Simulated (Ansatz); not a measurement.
Reference: SiO$_{2}$ (P3_121), PBEsol, rigid bands (plane waves, PAW, scalar-relativistic; Ansatz, a quantum-chemistry and plane-wave program); axes and stresses refer to this cell.

```yaml
crystal:
  lattice:
    - [4.94887, 0.00000, 0.00000]
    - [-2.47444, 4.28585, 0.00000]
    - [0.00000, 0.00000, 5.44133]
  atoms:
    - { symbol: Si, position: [0.52959, 0.52959, 0.00000] }
    - { symbol: Si, position: [0.47041, 0.00000, 0.33333] }
    - { symbol: Si, position: [0.00000, 0.47041, 0.66667] }
    - { symbol: O, position: [0.26685, 0.41257, 0.78560] }
    - { symbol: O, position: [0.58743, 0.85428, 0.11893] }
    - { symbol: O, position: [0.14572, 0.73315, 0.45227] }
    - { symbol: O, position: [0.41257, 0.26685, 0.21440] }
    - { symbol: O, position: [0.85428, 0.58743, 0.88107] }
    - { symbol: O, position: [0.73315, 0.14572, 0.54773] }
```

The band gap is 5.72 eV. The hole mass along z is 2.5 mₑ and the Seebeck coefficient, p-type 1e19 cm⁻³ is 618 μV/K.

Question: After one change the values are band gap 6.41 eV; hole mass along z 3.1 mₑ; Seebeck coefficient, p-type 1e19 cm⁻³ 624 μV/K. Which change was made?
A. hydrostatic pressure 5 GPa
B. hydrostatic pressure -2 GPa
C. hydrostatic pressure 15 GPa

Answer: C, hydrostatic pressure 15 GPa

Masses are for dilute carriers at 300 K, harmonic means over directions unless an axis is named. Seebeck coefficients are for the stated density at 300 K, with one relaxation time for all states and whether or not that doping can be reached. Spin-orbit coupling is left out unless a row names it. Stresses and pressures are the targets of the relaxation.  The structure type is held under load, also where the real crystal would transform.
